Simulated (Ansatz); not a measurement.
## Point defects in AlNi3

Start from a 16-atom supercell of AlNi3 in the Cu3Au type structure (space group Pm-3m, No. 221; a = 3.5191 Å; weakly magnetic (sensitive to the mesh)) at its relaxed geometry.

One neutral defect a cell, atoms relaxed at fixed cell.

Computed with Ansatz (a program for electronic structure) PBEsol, without spin-orbit coupling.

```json
[
 {"change": "perfect supercell", "pressure": "0.0 GPa", "largest displacement of a host atom from its site in the perfect cell": "–"},
 {"change": "Al on a Ni site (antisite), symmetric start", "pressure": "3.8 GPa", "largest displacement of a host atom from its site in the perfect cell": "0.13 Å"},
 {"change": "H interstitial (started 1.76 Å from the nearest host atom), symmetric start", "pressure": "2.2 GPa", "largest displacement of a host atom from its site in the perfect cell": "0.03 Å"},
 {"change": "Ni vacancy", "pressure": "?", "largest displacement of a host atom from its site in the perfect cell": "?"}
]
```

Question: Complete the table.

Answer: 
- Ni vacancy, pressure: -3.3 GPa
- Ni vacancy, largest displacement of a host atom from its site in the perfect cell: 0.09 Å

Other magnetic orders, which the real material may have, were not ruled out. In so small a cell the defect repeats every few ångströms: this is an ordered compound, not a dilute defect. Defects with a symmetric start kept the site's symmetry and may sit on a saddle; the others started slightly shaken. Seeded moments were not kept for Al on a Ni site (antisite).
